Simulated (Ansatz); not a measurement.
The reference is TiC in the rock salt structure (space group Fm-3m, No. 225; a = 4.261 Å; relaxed with 0.1 eV smearing). Axes: x, y, z lie along the cube axes.

Level of theory: Ansatz (an electronic-structure program) LDA, spin-orbit coupling left out.

It is then changed as follows: biaxial strain +2.08 %, plane normal [111], relaxed out of plane (Cartesian); in-plane vectors clamped, the third vector and the atoms free.

Predict the new out-of-plane strain, in-plane stress and energy relative to the base.

The out-of-plane strain comes out as -1.30 %; the mean in-plane stress (compression positive) amounts to -11.2 GPa; the energy rises by 14 meV/atom.

Stability against distortions was not tested. The final runs are not spin-polarised.
